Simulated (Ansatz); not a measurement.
## Pressure series in Ti5Si3

The parent structure is Ti5Si3 (space group P6_3/mcm, No. 193; a = 7.404 Å, c = 5.069 Å).

Cell and atoms are relaxed at each pressure.

Method: PBEsol (Ansatz, an electronic-structure program; PAW; 420 eV plane waves; no SOC).

```
P (GPa)  V (Å³/atom)
-------  -----------
-2.01         15.248
-1.01         15.142
0.30          15.008
0.70          14.968
1.50          14.890
3.00          14.750
5.00          14.572
7.49          14.364
10.00         14.169
```

Question: Fit a third-order Birch–Murnaghan equation of state.

Answer: Least squares on P(V) = (3B₀/2)[(V₀/V)^(7/3) − (V₀/V)^(5/3)]·[1 + (3/4)(B₀′ − 4)((V₀/V)^(2/3) − 1)] gives V₀ = 15.04 Å³/atom, B₀ = 149 GPa and B₀′ = 4.0.

Load acts through the strain it causes; cell and atoms are relaxed under it. Stability against distortions was not tested. No other phases were tried under pressure. All final runs are without spin polarisation.
